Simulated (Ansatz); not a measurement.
Functionals compared on a constructed model of the (110) surface of bcc Fe, ferromagnetic, a pseudomorphic layer of Mg in the host's stacking (bottom of the slab: a bare face, its two planes held), in Ansatz (plane waves, PAW). The structure was relaxed with PBE; the other rows are single points on it. Cutoff 420 eV.

Model: 7-atom slab, 12.5 Å thick at the start, 16x16x1 mesh, Fermi-Dirac 0.1 eV, dipole correction, 2 atoms held, the rest relaxed; start symmetry kept, larger cells not searched; spin-polarised, ending with about 13.4 μB a cell; orders that need a larger cell were not tried, no spin-orbit, no U. It is one candidate, not shown to be the stable structure of the face. These notes are the PBE run's.

```
functional  work function of the top face (eV)  magnetic moment of the cell (μB)  rough cost of the single point
----------  ----------------------------------  --------------------------------  ------------------------------
PBE                                       4.20                             13.43                               –
RPBE                                (withheld)                             13.62          roughly 5 core-minutes
```

Q: Complete the blanks.

A: 
- RPBE, work function of the top face (eV): 4.14

Ansatz is a first-principles code.
